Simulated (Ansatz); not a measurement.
Input and output of a zone-centre phonon calculation for MgInCu4 (F-43m, 6 atoms in the cell) (Ansatz, an electronic-structure program).

Computed with LDA (PW92), PAW files made with PBE (plane waves; Ansatz).

```
MgInCu4
1.0
    0.00000     3.51241     3.51241
    3.51241     0.00000     3.51241
    3.51241     3.51241     0.00000
Mg In Cu
1 1 4
Direct
  0.00000   0.00000   0.00000
  0.25000   0.25000   0.25000
  0.62523   0.12431   0.62523
  0.62523   0.62523   0.62523
  0.12431   0.62523   0.62523
  0.62523   0.62523   0.12431
```

Reference input (self-consistent single point, DFT, PBEsol, plane waves, PAW files made with PBE): kpoints.mp_grid.grid = 9 9 9; hamiltonian.xc = pbesol; hamiltonian.pseudopotentials = {kind: paw} (an earlier, softer set of the program's PAW files); scf.occupations.method = gaussian; scf.occupations.width = 0.0073 Ry. This run's input differs from it in these lines:

Ansatz 0.2 input:
```diff
@@ -16,3 +16,3 @@
 hamiltonian:
-  xc: pbesol
+  xc: lda
   pseudopotentials:
@@ -24,6 +24,4 @@
     width: 0.0073 Ry
-output:
-  forces: true
-  eigenvalues: true
-  stress: true
+phonons:
+  method: dfpt
```

Log, with long lists cut:

```
SCF iter   1: F=—  HF=-33590.318196 eV  |F-HF|=—  |Δ(HF+E_count)|=         —  Δρ=3.23e-1  dr2=5.93e1  ethr=3.10e-3  ⟨swp⟩=6.1  Hψ=43873  notcnv=0  defer=26
all-band conjugate gradients solve this SCF's bands
preconditioner: auto → Kerker (q_TF=auto, 2.789 Å⁻¹)
SCF iter   2: F=—  HF=-33583.667127 eV  |F-HF|=—  |Δ(HF+E_count)|=    6.65e0  Δρ=8.91e-2  dr2=5.88e0  ethr=3.10e-3  ⟨swp⟩=2.0  Hψ=25688  notcnv=0  defer=757
   [... lines left out ...]
SCF iter  11: F=—  HF=-33582.343269 eV  |F-HF|=—  |Δ(HF+E_count)|=   2.69e-9  Δρ=5.85e-7  dr2=2.59e-10  ethr=5.91e-12  ⟨swp⟩=2.0  Hψ=20910  notcnv=0  defer=767
SCF iter  12: F=—  HF=-33582.343269 eV  |F-HF|=—  |Δ(HF+E_count)|=  9.46e-11  Δρ=2.43e-7  dr2=3.05e-11  ethr=1.00e-12  ⟨swp⟩=2.0  Hψ=16929  notcnv=0  defer=767
SCF iter  13: F=-33582.343269 eV  HF=-33582.343269 eV  |F-HF|=7.28e-12  |Δ(HF+E_count)|=    0.00e0  Δρ=8.82e-8  dr2=4.62e-12  ethr=1.00e-12  ⟨swp⟩=11.2  Hψ=63344  notcnv=0
SCF 1 converged in 13 iterations: F = -33582.343269 eV  dr2 = 4.62e-12
DFPT response loops at Γ: preconditioner auto → Kerker (q_TF=auto, 2.789 Å⁻¹) (partly filled bands, converged f_vac=0.000) …
the response loops of the zone centre start from zero, take more passes and end by a threshold …
Free energy (F): -33582.343269 eV
Internal energy: -33582.333044 eV  (E = F + TS)
E sigma→0 (E₀):  -33582.338156 eV
Entropy (-TS):   -0.010224 eV (-1.704 meV/atom)
Fermi energy:    13.362125 eV
   [... lines left out ...]
  ASR residual: 3.272e-4 → 0.000e0 eV/Å²; symmetrization residual: 5.458e-5 eV/Å²
  ASR residual per site (eV/Å²): 2.03e-4 6.63e-5 3.27e-4 3.27e-4 3.27e-4 3.27e-4
  Γ frequencies (cm⁻¹): 0.00 0.00 0.00 89.45 89.45 89.45 102.01 102.01 102.01 147.68 147.68 190.41 190.41 190.41 202.77 202.77 202.77 280.47
  non-analytic LO–TO correction: not included (Born effective charges unavailable; polar crystals: no LO–TO splitting at Γ)
```

The run converged in 13 iterations. 

Summary of the result:
| Quantity | Result |
|---|---|
| Free energy E − TS (on the zero of these files) | -33582.3433 eV |
| Fermi level (on the code's own zero) | 13.36 eV |
| Zone-centre frequencies (cm⁻¹; negative means imaginary) | 0, 0, 0, 89, 89, 89, 102, 102, 102, 148, 148, 190, 190, 190, 203, 203, 203, 280 |

The starting cell comes from a database of computed structures (which also holds hypothetical and non-ambient phases and stackings), without a prior relaxation at this level. Its lattice was rescaled by a random factor within 2.5 % of one. Spin polarisation is off.

Cost on one core of a shared machine: roughly 20 min.
